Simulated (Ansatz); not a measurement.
Functionals compared on the (311) surface of fcc Ca in its 1x1 cell, outermost plane spacing 1.67 Å in the ideal cut, in Ansatz (plane waves, PAW). The structure was relaxed with PBE; the other rows are single points on it, each with its references at the same level. Cutoff 420 eV (500 eV for r2SCAN).

Model: 7-atom slab, 10.0 Å thick at the start (thin: gaps and levels are the slab's own), 10x6x1 mesh, Fermi-Dirac 0.1 eV, dipole correction, all atoms relaxed; held to the part of the start's symmetry that mesh and held atoms allow; no spin, no spin-orbit, no U. These notes are the PBE run's.

```tsv
functional	surface energy (J/m²)	work function of the top face (eV)	rough cost of the single point
PBE	0.53	2.75	–
LDA	0.59	2.87	very roughly 40 core-seconds
PBEsol	0.58	2.79	around 40 core-seconds (rough)
RPBE	0.49	2.68	roughly 40 core-seconds
r2SCAN	0.58	2.78	about 100 core-seconds (a rough figure)
```

Ansatz is a program for electronic structure.
